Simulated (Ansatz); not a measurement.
## How far PBE and r2SCAN part for TiO2, biaxial strain −2.05 %, plane normal [001], relaxed out of plane

The parent structure is TiO2 in the rutile structure (space group P4_2/mnm, No. 136; a = 4.643 Å, c = 2.964 Å). Axes: x, y, z lie along a, b, c of the conventional cell.

(Cell as relaxed with PBE.)

Levels (all Ansatz, a quantum-chemistry and plane-wave program, PAW): PBE (420 eV, no spin-orbit coupling); r2SCAN (500 eV, no SOC).

Each level relaxes its own structure.

| base | PBE | r2SCAN |
|---|---|---|
| volume per atom | 10.65 Å³ | 10.40 Å³ |
| lattice parameter a | 8.775 bohr | 8.687 bohr |
| band gap | 1.86 eV | 2.22 eV |

It is then changed as follows: biaxial strain −2.05 %, plane normal [001], relaxed out of plane (Cartesian); in-plane vectors clamped, the third vector and the atoms free.

```json
[
 {"quantity": "band gap", "PBE": "1.85 eV", "r2SCAN": "[?]"},
 {"quantity": "shift of the gap caused by the change", "PBE": "-0.01 eV", "r2SCAN": "[?]"},
 {"quantity": "mean in-plane stress (compression positive)", "PBE": "+7.4 GPa", "r2SCAN": "[?]"},
 {"quantity": "volume per atom", "PBE": "10.36 Å³", "r2SCAN": "[?]"}
]
```

Question: What does r2SCAN give?

Answer: 
- band gap, r2SCAN: 2.24 eV
- shift of the gap caused by the change, r2SCAN: +0.02 eV
- mean in-plane stress (compression positive), r2SCAN: +8.5 GPa
- volume per atom, r2SCAN: 10.12 Å³

PBE's band gap lies 0.39 eV below r2SCAN's; PBE's shift of the gap caused by the change lies 0.03 eV below r2SCAN's; PBE's in-plane stress lies 1.05 GPa below r2SCAN's; PBE's volume per atom lies 0.24 Å³ above r2SCAN's (2.4 %). Neither level is exact; r2SCAN is the comparison here, not a measurement.

Whether these cells are dynamically stable was not tested. The final runs are not spin-polarised.
